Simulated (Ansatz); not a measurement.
Take MoSe2 in the 2H-MoS2 type structure (space group P6_3/mmc, No. 194; a = 3.2770 Å, c = 12.7310 Å; layered, stacked along the Cartesian z axis) as the base.

Computed with PBE-D3(BJ), PAW, 420 eV (Ansatz, a quantum-chemistry and plane-wave program; no spin-orbit coupling), earlier PAW set.

Base values:

| Property | Result |
|---|---|
| Smallest direct gap | 1.46 eV |

One thing is altered: every lattice vector is shortened by 2.91 %; the atoms relax in the strained cell.

How does this affect the energy relative to the base and smallest direct gap?

The energy increases by 33 meV/atom; the smallest direct gap drops by 0.10 eV to 1.36 eV.

Whether these cells are dynamically stable was not tested.
